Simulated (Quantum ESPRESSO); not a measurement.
Density of states of ZrN (Fm-3m, 2 atoms in the cell).

```xyz
2
Lattice="0.0000 2.2456 2.2456 2.2456 0.0000 2.2456 2.2456 2.2456 0.0000" Properties=species:S:1:pos:R:3 pbc="T T T"
Zr     2.2456     2.2456     2.2456
N      0.0000     0.0000     0.0000
```

Method: PBEsol, PseudoDojo standard norm-conserving (PBESOL) pseudopotentials (plane waves; Quantum ESPRESSO).

SCF settings: ecutwfc = 85 Ry; occupations = smearing; smearing = marzari-vanderbilt; degauss = 0.0036749 Ry; potentials = {Zr: Zr.upf, N: N.upf}; K_POINTS = automatic 10 10 10 0 0 0; conv_thr = 1e-09 Ry; mixing_beta = 0.5. Keys of the DOS step: nscf.calculation = nscf; nscf.verbosity = high; nscf.occupations = tetrahedra; nscf.nbnd = 16; nscf.startingwfc = random; nscf.diago_thr_init = 1e-06; nscf.K_POINTS = automatic 20 20 20 0 0 0; dos.x.fildos = dos.dat; dos.x.Emin = -15 eV; dos.x.Emax = 30 eV; dos.x.DeltaE = 0.1 eV.

The starting cell comes from a database of computed structures (which also holds hypothetical and non-ambient phases and stackings), without a prior relaxation at this level. Its lattice was rescaled by a random factor within 2.5 % of one.

Total DOS (both spins), as means of the tabulated values in each energy bin; the zero is the program's Fermi level or highest filled level, and the curve is cut to this window:

| E (eV) | states/eV/cell |
|---|---|
| -7.75 | 0.17 |
| -7.25 | 0.53 |
| -6.75 | 1.00 |
| -6.25 | 1.03 |
| -5.75 | 1.99 |
| -5.25 | 2.49 |
| -4.75 | 3.13 |
| -4.25 | 1.18 |
| -3.75 | 0.70 |
| -3.25 | 0.20 |
| -2.75 | 0.11 |
| -2.25 | 0.19 |
| -1.75 | 0.27 |
| -1.25 | 0.36 |
| -0.75 | 0.46 |
| -0.25 | 0.58 |
| 0.25 | 0.66 |
| 0.75 | 0.76 |
| 1.25 | 0.75 |
| 1.75 | 0.83 |
| 2.25 | 1.03 |
| 2.75 | 1.36 |

Around zero the curve holds about 0.6 states/eV/cell.
